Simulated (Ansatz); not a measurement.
System: ZrGeO3 (model structure, started from the PbTiO3 type, P4mm, No. 99, 5 atoms in the cell). Method: HSE06+SOC in Ansatz (plane waves, PAW).

Numerical settings: plane-wave cutoff 460 eV, 6×6×6 k mesh, Fermi–Dirac smearing 0.01 eV, PAW data made under PBE.

Cell (relaxed with PBEsol):

```cif
data_GeO3Zr
_chemical_formula_sum 'Zr1 Ge1 O3'
_space_group_name_H-M_alt 'P 1'
_space_group_IT_number 1
_cell_length_a 3.98691
_cell_length_b 3.98691
_cell_length_c 4.34265
_cell_angle_alpha 90.000
_cell_angle_beta 90.000
_cell_angle_gamma 90.000
loop_
_space_group_symop_operation_xyz
  'x, y, z'
loop_
_atom_site_label
_atom_site_type_symbol
_atom_site_fract_x
_atom_site_fract_y
_atom_site_fract_z
_atom_site_occupancy
Zr1 Zr 0.50000 0.50000 0.57895 1
Ge1 Ge 0.00000 0.00000 0.19508 1
O1 O 0.00000 0.50000 0.44957 1
O2 O 0.50000 0.00000 0.44957 1
O3 O 0.50000 0.50000 0.01703 1
```

Question: Give the computed band gap, smallest direct gap on the k points sampled and direct gap at Γ.

Answer: 
band gap: 2.30 eV (on the SCF k mesh) (indirect)
smallest direct gap on the k points sampled: 3.43 eV
direct gap at Γ: 5.16 eV

Note: the relaxation could raise the start's symmetry but not lower it, so the cell can be a saddle point; cell and atoms aren't relaxed at this level (largest force component 0.34 eV/Å, pressure 0.4 GPa).

Static lattice: no zero-point or thermal effects.

Computing time: about 27 core-minutes (a rough figure).

A model structure was made by putting elements into a prototype or built by hand; it is no filed structure, need not be a known phase, and can be a saddle point held by its symmetry.

Ansatz is an electronic-structure program.
